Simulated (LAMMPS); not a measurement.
Atomistic model of a slab of CdTe (zinc blende) cut on the (110) plane, one half shifted rigidly along [001] and [1-10] of the cubic cell, atoms relaxed along the normal alone.

All values are model results, not measurements: classical force field (static), pair style bop, file CdTe.bop.table (LAMMPS).

Estimate the share of the shifts at which the halves part by over 1.2 Å, the largest energy on the line along [001] for this model.

share of the shifts at which the halves part by over 1.2 Å: 12 %; largest energy on the line along [001]: 1020 mJ/m².

Caution: where the halves part fully, the energy levels off at that of two free surfaces and is no fault energy.
